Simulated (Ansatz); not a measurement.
System: ZnSO4 (F-43m, No. 216, 6 atoms in the cell; start mp-545756; a measured phase of this formula has another space group). Method: PBEsol (PAW; Ansatz, an electronic-structure program).

Run with plane-wave cutoff 500 eV, 10×10×10 k mesh, gaussian smearing 0.02 eV, scalar-relativistic PAW data made under PBE.

Cell (relaxed at this level):

```cif
data_O16S4Zn4
_chemical_formula_sum 'Zn4 S4 O16'
_space_group_name_H-M_alt 'F-43m'
_space_group_IT_number 216
_space_group_name_Hall 'F -4 2 3'
_cell_length_a 7.79298
_cell_length_b 7.79298
_cell_length_c 7.79298
_cell_angle_alpha 90.000
_cell_angle_beta 90.000
_cell_angle_gamma 90.000
loop_
_atom_site_label
_atom_site_type_symbol
_atom_site_symmetry_multiplicity
_atom_site_Wyckoff_symbol
_atom_site_fract_x
_atom_site_fract_y
_atom_site_fract_z
_atom_site_occupancy
Zn1 Zn 4 d 0.75000 0.75000 0.75000 1
S1 S 4 a 0.00000 0.00000 0.00000 1
O1 O 16 e 0.89094 0.89094 0.89094 1
```
(The calculation used a cell of 6 atoms; values per cell refer to that cell.)

Problem. What does this level give for the band gap?

Solution. 
* **band gap**: 4.51 eV (on the SCF k mesh)

Note: the relaxation could not lower the start's symmetry, so the cell can be a saddle point above a distorted one.

Computed values are for the static lattice.

Cost on a shared machine: roughly 40 core-seconds.

A start named mp-… is a Materials Project structure, which need not be a measured phase.
